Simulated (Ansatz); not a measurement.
**Response to strain in CrI3**

Take CrI3 in the BiI3 type structure (space group R-3, No. 148; ferromagnetic; layered, stacked along the Cartesian z axis) as the base.

```
CELL_PARAMETERS angstrom
      3.40891     1.96813     6.49190
     -3.40891     1.96813     6.49190
      0.00000    -3.93627     6.49190
ATOMIC_POSITIONS crystal
  Cr 0.33385 0.33385 0.33385
  Cr 0.66615 0.66615 0.66615
  I  0.07827 0.73183 0.42932
  I  0.42932 0.07827 0.73183
  I  0.73183 0.42932 0.07827
  I  0.92173 0.26817 0.57068
  I  0.57068 0.92173 0.26817
  I  0.26817 0.57068 0.92173
```

Cartesian axes are those of the cell as printed.

Strains are applied to the cell and any free atomic positions relax.

All numbers come from PBE-D3(BJ), PAW, 420 eV (Ansatz, a quantum-chemistry and plane-wave program; no spin-orbit coupling), earlier PAW set.

Notes on the quantities. pressure: mean of the normal stresses, compression positive.

```csv
case,pressure,gap character,band gap
base,0.0 GPa,"indirect, k = (0.167, 0.167, -1/3) in the run's primitive reciprocal basis → T",1.09 eV
isotropic strain +3.43 %,…,"indirect, L → T",…
isotropic strain +4.51 %,-1.7 GPa,"indirect, L → T",1.16 eV
tensor shear ε_yz = +0.66 %,0.0 GPa,"indirect, k = (1/3, -0.167, -0.167) in the run's primitive reciprocal basis → Y",1.07 eV
```

### Question
Some entries are withheld; estimate them.

### Answer

- isotropic strain +3.43 %, pressure: -1.4 GPa
- isotropic strain +3.43 %, band gap: 1.15 eV

The magnetic state is the one reached from the starting moments; the real material's order can differ, and small cells can't hold many antiferromagnetic ones. Spin-orbit coupling, missing from the scalar runs, can matter with I. No phonon test of stability was made. k-point labels follow each cell's own Brillouin zone.
